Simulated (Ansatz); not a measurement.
# YN under a change: Y interstitial (started 2.12 Å from the nearest host atom)

Base system: an 8-atom supercell of YN in the rock salt structure (space group Fm-3m, No. 225; a = 4.896 Å) at its relaxed geometry.

Perturbation: a neutral Y interstitial (started 2.12 Å from the nearest host atom), atoms relaxed at fixed cell, starting from a slightly rattled geometry.

Method: Ansatz (a quantum-chemistry and plane-wave program) r2SCAN, scalar-relativistic without spin-orbit coupling, earlier PAW set. Γ-centred 5×5×5 mesh, Fermi–Dirac width 0.01 eV.

```json
[
 {"quantity": "largest displacement of a host atom from its site in the perfect cell", "base": "–", "changed": "0.34 Å", "shift": "–"},
 {"quantity": "final site of the added atom", "base": "–", "changed": "4 N at 2.12 Å (tetrahedral)", "shift": "–"}
]
```

Final structure:

```yaml
crystal:
  lattice:
    - [-4.89571, 0.00000, 0.00000]
    - [0.00000, 0.00000, 4.89571]
    - [0.00000, 4.89571, 0.00000]
  atoms:
    - { symbol: N, position: [0.00174, 0.00023, 0.99962] }
    - { symbol: N, position: [0.50140, 0.00021, 0.49932] }
    - { symbol: N, position: [0.50141, 0.49990, 0.99965] }
    - { symbol: N, position: [0.00172, 0.49989, 0.49930] }
    - { symbol: Y, position: [0.54145, 0.53995, 0.53936] }
    - { symbol: Y, position: [0.96168, 0.53995, 0.95960] }
    - { symbol: Y, position: [0.96169, 0.96017, 0.53936] }
    - { symbol: Y, position: [0.54146, 0.96016, 0.95959] }
    - { symbol: Y, position: [0.25157, 0.25005, 0.24948] }
```

Other magnetic orders, which the real material may have, were not ruled out. The cell is small, so the values are those of an ordered compound at a high defect concentration; dilute-limit values will differ. Starting moments died away, wholly or in part, for Y interstitial (started 2.12 Å from the nearest host atom); another magnetic solution may exist. The defect cell is spin-polarised and ends with 0.1 μB.
